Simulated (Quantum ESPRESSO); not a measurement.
Quantum ESPRESSO run on SrMg6Sb (Amm2, 8 atoms in the cell): self-consistent single point.

Computed with LDA (PZ), GBRV 1.5 ultrasoft (LDA) pseudopotentials (plane waves; Quantum ESPRESSO).

```
CELL_PARAMETERS angstrom
      5.31268     0.00000     0.00000
      0.00000     3.55936     5.96640
      0.00000    -3.55936     5.96640
ATOMIC_POSITIONS crystal
  Sr 0.00000 0.82842 0.82842
  Mg 0.00000 0.32514 0.83152
  Mg 0.00000 0.83152 0.32514
  Mg 0.00000 0.33939 0.33939
  Mg 0.50000 0.20244 0.64910
  Mg 0.50000 0.64910 0.20244
  Mg 0.50000 0.16819 0.16819
  Sb 0.50000 0.65579 0.65579
```

Reference input (self-consistent single point, DFT, LDA (PZ), plane waves, GBRV 1.5 ultrasoft (LDA) pseudopotentials): ecutwfc = 40 Ry; ecutrho = 200 Ry; occupations = smearing; smearing = marzari-vanderbilt; degauss = 0.0036749 Ry; potentials = {Sr: sr_lda_v1.uspp.F.UPF, Mg: mg_lda_v1.4.uspp.F.UPF, Sb: sb_lda_v1.4.uspp.F.UPF}; K_POINTS = automatic 4 3 3 0 0 0; conv_thr = 1e-10 Ry; mixing_beta = 0.4. This run's input differs from it in these lines:

```diff
@@ -16,3 +16,3 @@
   smearing = 'marzari-vanderbilt'
-  degauss = 0.0036749
+  degauss = 0.02205
 /
```

Output (repeated stretches shortened):

```
     Self-consistent Calculation

     iteration #  1     ecut=    40.00 Ry     beta= 0.40

     negative rho (up, down):  6.438E-02 0.000E+00

     total energy              =   -1005.11013470 Ry
     estimated scf accuracy    <       1.67263393 Ry

     iteration #  2     ecut=    40.00 Ry     beta= 0.40

     negative rho (up, down):  6.409E-02 0.000E+00

     total energy              =   -1005.16552849 Ry
     estimated scf accuracy    <       0.24094657 Ry

     iteration #  3     ecut=    40.00 Ry     beta= 0.40

     negative rho (up, down):  6.440E-02 0.000E+00

     total energy              =   -1005.18698419 Ry
     estimated scf accuracy    <       0.03444020 Ry

   [... 7 blocks of this kind left out ...]

     iteration # 11     ecut=    40.00 Ry     beta= 0.40

     negative rho (up, down):  6.519E-02 0.000E+00

     total energy              =   -1005.18978503 Ry
     estimated scf accuracy    <          1.4E-10 Ry

     iteration # 12     ecut=    40.00 Ry     beta= 0.40

     negative rho (up, down):  6.519E-02 0.000E+00
     End of self-consistent calculation

     the Fermi energy is     5.5232 ev

!    total energy              =   -1005.18978503 Ry
     estimated scf accuracy    <          2.1E-11 Ry
     smearing contrib. (-TS)   =      -0.00035590 Ry
     internal energy E=F+TS    =   -1005.18942913 Ry

     convergence has been achieved in  12 iterations

     negative rho (up, down):  6.519E-02 0.000E+00

     Forces acting on atoms (cartesian axes, Ry/au):

     atom    1 type  1   force =     0.00000000    0.00000000   -0.00415765
     atom    2 type  2   force =     0.00000000    0.00350570    0.00205643
     atom    3 type  2   force =     0.00000000   -0.00350570    0.00205643
     atom    4 type  2   force =     0.00000000    0.00000000    0.00040208
     atom    5 type  2   force =     0.00000000    0.00253254    0.00517478
   [... lines left out ...]
     Total force =     0.015474     Total SCF correction =     0.000009
   [... lines left out ...]

     negative rho (up, down):  6.519E-02 0.000E+00
          total   stress  (Ry/bohr**3)                   (kbar)     P=      -38.94
  -0.00028209   0.00000000   0.00000000          -41.50        0.00        0.00
   0.00000000  -0.00025408   0.00000000            0.00      -37.38        0.00
   0.00000000   0.00000000  -0.00025790            0.00        0.00      -37.94

   JOB DONE.
```

The run converged in 12 iterations. Against the reference run the free energy is nearly the same (within 1 meV/atom), the pressure moves little (-3.94 to -3.89 GPa) and the largest force goes from 0.275 to 0.285 eV/Å.

The starting cell comes from a database of computed structures (which also holds hypothetical and non-ambient phases and stackings), without a prior relaxation at this level. Its lattice was rescaled by a random factor within 2.5 % of one. With a pressure of about -4 GPa the cell is away from its equilibrium volume at this level.

Cost on one core of a shared machine: roughly 90 s.
